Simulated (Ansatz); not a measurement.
CuCl in the zinc blende structure (space group F-43m, No. 216)

```cif
data_Cl4Cu4
_chemical_formula_sum 'Cu4 Cl4'
_space_group_name_H-M_alt 'F-43m'
_space_group_IT_number 216
_space_group_name_Hall 'F -4 2 3'
_cell_length_a 5.42409
_cell_length_b 5.42409
_cell_length_c 5.42409
_cell_angle_alpha 90.000
_cell_angle_beta 90.000
_cell_angle_gamma 90.000
loop_
_atom_site_label
_atom_site_type_symbol
_atom_site_symmetry_multiplicity
_atom_site_Wyckoff_symbol
_atom_site_fract_x
_atom_site_fract_y
_atom_site_fract_z
_atom_site_occupancy
Cu1 Cu 4 a 0.00000 0.00000 0.00000 1
Cl1 Cl 4 c 0.25000 0.25000 0.25000 1
```
(The calculation used a cell of 2 atoms; values per cell refer to that cell.)

Computed with PBE (Ansatz, a first-principles code), without spin-orbit coupling. Settings: 11×11×11 k-points, 0.05 eV Fermi–Dirac smearing.

| Quantity | Result |
|---|---|
| Volume per atom | 19.95 Å³ |
| Density | 4.12 g/cm³ |
| Band gap | 0.53 eV, direct at Γ |
| Electron mass | 0.22 mₑ |
| Hole mass (degenerate bands, along [100]) | 0.39, 1.6, 1.6 mₑ |
| Lowest conduction-band minima above the VBM | Γ 0.53 eV |
| Total energy | -3852.715 eV/atom (σ→0; compares only within this code and set-up) |

Masses are band curvatures over ±0.01 Å⁻¹ around the edge. No phonon test of stability was made. No Hubbard U is applied. All final runs are without spin polarisation.
